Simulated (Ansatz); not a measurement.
Take MgF₂ in the rutile structure (space group P4_2/mnm, No. 136; a = 4.6260 Å, c = 3.0492 Å) as the base.

Method: Ansatz (a first-principles code) r2SCAN, no spin-orbit coupling, earlier PAW set.

One change was made to it. Results:

The lattice parameter a drops by 0.602 Å to 4.024 Å; the width of the top valence band rises by 0.59 eV, from 0.86 eV to 1.45 eV; the band gap grows by 3.30 eV to 11.36 eV.

What was done to the base?
A) pressure 30 GPa
B) pressure 7 GPa
C) pressure 100 GPa

C, pressure 100 GPa. For comparison, the band gap in the other runs: pressure 7 GPa gives 8.48 eV; pressure 30 GPa gives 9.50 eV.

Load acts through the strain it causes; cell and atoms are relaxed under it. Whether these cells are dynamically stable was not tested. No other phases were tried under pressure.
